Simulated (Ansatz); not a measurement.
Bond-angle distributions (per cent of the angles at each element, bins of 10°) of a relaxed model of amorphous Ga₂₄O₄₁P₂ at 4.69 g/cm³. Method: PBE, scalar-relativistic without spin-orbit coupling (plane waves to 420 eV, PAW; Ansatz, a quantum-chemistry and plane-wave program).

It comes from a melt-quench run on a machine-learned potential (CHGNet), relaxed afterwards by DFT. O atoms were pushed apart under 1.9 Å during the dynamics, to hinder bonds among them. The hot cell started wider than the set density and was brought back towards it in steps. It is the lowest in DFT energy of 2 quenches. It is a model cell: composition and starting density were chosen by hand, and all elements were melted together. No dispersion term was used. Its density started from a set value of 4.69 and ended at 4.69 g/cm³. The quench (nominally 280 K/ps over its main leg) was far faster than any real one, so the model tends to hold more defects than a real film. One small periodic cell is one sample of the glass; other quenches scatter about these values. The volume was held where the preparation left it and the shape relaxed, at a PBE pressure of -1.7 GPa (tension). Stress components on the final sampling reach 1.8 GPa.

Bonds are counted up to Ga-Ga 2.68 Å, Ga-O 2.42 Å, Ga-P 2.52 Å, O-O 1.58 Å, O-P 2.08 Å, P-P 2.50 Å. Two cations that share two anions don't count as bonded, nor two that share one unless they lie closer than Ga-Ga 2.61 Å, Ga-P 2.45 Å, P-P 2.29 Å.

```
angle (°)  at Ga  at O
---------  -----  ----
50-60          0     0
60-70          0     0
70-80          8     0
80-90         21     1
90-100        16    26
100-110       18    13
110-120       16    16
120-130        7    25
130-140        2    11
140-150        3     5
150-160        2     2
160-170        4     1
170-180        3     0
```

They go with these counts of neighbours within the cut-offs, cation contacts included: Ga mean 4.7, most often 5; O mean 2.9, most often 3.
